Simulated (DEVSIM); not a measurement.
System: illuminated Si n-on-p cell, one wavelength, with a back-surface field, at 300 K.

| layer (left to right) | material | thickness (μm) | Nd (cm⁻³) | Na (cm⁻³) | τn (s) | τp (s) | absorption coefficient (cm⁻¹) |
|---|---|---|---|---|---|---|---|
| 1 | Si | 0.150 | 6.1e17 | - | 3.2e-5 | 3.5e-6 | 32000 |
| 2 | Si | 22.0 | - | 1.8e15 | 0.00027 | 0.00027 | 32000 |
| 3 | Si | 0.310 | - | 5e18 | 0.00027 | 0.00027 | 32000 |

Left contact: ohmic, minority hole recombination velocity 1e5 cm/s. Right contact: ohmic, minority electron recombination velocity 40000 cm/s. Voltage is applied to the left contact. Recombination: SRH at mid-gap, radiative, Auger. Light enters at the left, 1.9e17 photons cm⁻² s⁻¹, one pass, no reflection. Mobility is constant in doping.

The device is made up for the run: typed textbook-type constants, with dimensions and the other settings drawn at random. Values at 300 K.

```
parameter           Si
-------------  -------
gap (eV)         1.124
affinity (eV)     4.05
permittivity      11.7
Nc (cm⁻³)      2.86e19
Nv (cm⁻³)       3.1e19
μn (cm²/Vs)       1417
μp (cm²/Vs)        470
B (cm³/s)      4.7e-15
Cn (cm⁶/s)     2.8e-31
Cp (cm⁶/s)     9.9e-32
```

Model (solved in DEVSIM): 1D drift-diffusion, Boltzmann statistics, complete ionisation; no tunnelling, impact ionisation, image-force lowering or self-heating.

Problem. Tabulate band edges, carrier densities and field at -0.9 V on the left contact, in the dark.

Solution. Energies count from the Fermi level of the right contact; mesh points crowd at the junctions.

```
x (μm)   Ec (eV)  Ev (eV)  n (cm⁻³)  p (cm⁻³)  field (V/cm)
-------  -------  -------  --------  --------  ------------
0.000      0.999   -0.125    6.1e17    2.6e16         -1900
0.02978    0.998   -0.126    6.4e17    2.6e16           -15
0.07800    0.998   -0.126    6.4e17    2.7e16           ≈ 0
0.1269     0.998   -0.126    6.3e17    2.8e16           370
0.1606     1.033   -0.091    1.7e17    1.1e17          7600
0.2110     1.038   -0.085    1.3e17    1.4e17           -10
0.3343     1.038   -0.086    1.4e17    1.4e17           -23
0.7776     1.037   -0.087    1.4e17    1.4e17           -22
1.722      1.035   -0.089    1.5e17    1.5e17           -21
3.881      1.031   -0.093    1.7e17    1.7e17           -18
9.327      1.022   -0.102    2.2e17    2.2e17           -14
18.03      1.012   -0.112    3.0e17    3.1e17           -10
20.41      1.009   -0.115    3.3e17    3.3e17           ≈ 0
21.45      1.008   -0.116    3.4e17    3.4e17           ≈ 0
21.95      1.008   -0.116    3.4e17    3.4e17           ≈ 0
22.08      1.008   -0.116    3.4e17    3.4e17           ≈ 0
22.14      1.010   -0.114    3.1e17    3.8e17          5200
22.16      1.077   -0.047    2.4e16    5.0e18           480
22.23      1.077   -0.047    2.3e16    5.0e18           ≈ 0
22.33      1.077   -0.047    2.3e16    5.0e18           ≈ 0
22.41      1.077   -0.047    2.3e16    5.0e18           ≈ 0
22.46      1.077   -0.047    2.3e16    5.0e18          -650
```
